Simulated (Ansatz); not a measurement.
Input and output of a zone-centre phonon calculation for ZrV₂Ga₄ (I4/mmm, 7 atoms in the cell) (Ansatz, a quantum-chemistry and plane-wave program).

Method: LDA (PW92), default PAW files made with PBE (plane waves; Ansatz).

```yaml
crystal:
  lattice:
    - [-3.20125, 3.20125, 2.56844]
    - [3.20125, -3.20125, 2.56844]
    - [3.20125, 3.20125, -2.56844]
  atoms:
    - { symbol: Zr, position: [0.00000, 0.00000, 0.00000] }
    - { symbol: V, position: [0.75000, 0.25000, 0.50000] }
    - { symbol: V, position: [0.25000, 0.75000, 0.50000] }
    - { symbol: Ga, position: [0.30306, 0.30306, 0.60612] }
    - { symbol: Ga, position: [0.69694, 0.69694, 0.39388] }
    - { symbol: Ga, position: [0.30306, 0.69694, 0.00000] }
    - { symbol: Ga, position: [0.69694, 0.30306, 0.00000] }
```

Reference input (self-consistent single point, DFT, LDA (PW92), plane waves, default PAW files made with PBE): basis.ecutwfc = 420 eV; kpoints.mp_grid.grid = 6 6 6; hamiltonian.xc = lda; hamiltonian.pseudopotentials = {kind: paw} (the program's default PAW files); scf.occupations.method = fermi_dirac; scf.occupations.width = 0.1 eV. This run's input differs from it in these lines:

Ansatz 0.2 input:
```diff
@@ -15,3 +15,3 @@
 basis:
-  ecutwfc: 420.0
+  ecutwfc: 250.0
 kpoints:
@@ -23,6 +23,4 @@
   occupations: { method: fermi_dirac, width: 0.1 }
-output:
-  forces: true
-  eigenvalues: true
-  stress: true
+phonons:
+  method: dfpt
```

Output, abridged:

```
SCF iter   1: F=—  HF=-24622.405144 eV  |F-HF|=—  |Δ(HF+E_count)|=         —  Δρ=3.41e-2  dr2=9.06e-1  ethr=1.77e-3  ⟨swp⟩=5.8  Hψ=19291  notcnv=0
all-band conjugate gradients solve this SCF's bands
preconditioner: auto → Kerker (q_TF=auto, 2.658 Å⁻¹)
SCF iter   2: F=—  HF=-24621.432832 eV  |F-HF|=—  |Δ(HF+E_count)|=   9.72e-1  Δρ=1.81e-2  dr2=2.98e-1  ethr=1.01e-3  ⟨swp⟩=2.0  Hψ=12414  notcnv=0
   [... lines left out ...]
SCF iter   9: F=—  HF=-24621.359923 eV  |F-HF|=—  |Δ(HF+E_count)|=   1.33e-8  Δρ=3.43e-6  dr2=1.49e-8  ethr=9.14e-11  ⟨swp⟩=2.2  Hψ=8729  notcnv=0
SCF iter  10: F=—  HF=-24621.359923 eV  |F-HF|=—  |Δ(HF+E_count)|=   2.10e-9  Δρ=5.27e-7  dr2=3.55e-10  ethr=1.65e-11  ⟨swp⟩=2.0  Hψ=7113  notcnv=0
SCF iter  11: F=—  HF=-24621.359923 eV  |F-HF|=—  |Δ(HF+E_count)|=  4.73e-11  Δρ=1.42e-7  dr2=2.80e-11  ethr=1.00e-12  ⟨swp⟩=2.7  Hψ=8913  notcnv=0
SCF iter  12: F=-24621.359923 eV  HF=-24621.359923 eV  |F-HF|=1.46e-11  |Δ(HF+E_count)|=  7.28e-12  Δρ=8.49e-8  dr2=5.07e-12  ethr=1.00e-12  ⟨swp⟩=4.0  Hψ=20520  notcnv=0
SCF 1 converged in 12 iterations: F = -24621.359923 eV  dr2 = 5.07e-12
DFPT response loops at Γ: preconditioner auto → Kerker (q_TF=auto, 2.658 Å⁻¹) (partly filled bands, converged f_vac=0.000) …
Free energy (F): -24621.359923 eV
Internal energy: -24621.264475 eV  (E = F + TS)
E sigma→0 (E₀):  -24621.312199 eV
Entropy (-TS):   -0.095447 eV (-13.635 meV/atom)
Fermi energy:    14.403265 eV
--- Phonons (Γ-DFPT): 6 representative perturbations + reference, on 112 of 216 k-points (Σ response iterations 27) ---
   [... lines left out ...]
  ASR residual per site (eV/Å²): 3.37e-4 1.43e-3 1.43e-3 3.57e-5 3.57e-5 3.57e-5 3.57e-5
  Γ frequencies (cm⁻¹): 0.00 0.00 0.00 87.49 117.76 117.76 129.14 129.60 129.60 145.63 148.76 186.74 191.20 220.88 227.46 227.46 260.73 260.73 268.02 268.02 268.57
  non-analytic LO–TO correction: not included (Born effective charges unavailable; polar crystals: no LO–TO splitting at Γ)
```

The run converged in 12 iterations. 

Summary of the result:
* **Free energy E − TS (on the zero of these files)**: -24621.3599 eV
* **Fermi level (on the code's own zero)**: 14.40 eV
* **Zone-centre frequencies (cm⁻¹; negative means imaginary)**: 0, 0, 0, 87, 118, 118, 129, 130, 130, 146, 149, 187, 191, 221, 227, 227, 261, 261, 268, 268, 269

The starting cell comes from a database of computed structures (which also holds hypothetical and non-ambient phases and stackings), without a prior relaxation at this level. Its lattice was rescaled by up to half a per cent. Spin polarisation is off. The cutoff lies below the one recommended for these files.

Cost on one core of a shared machine: roughly 6 min.
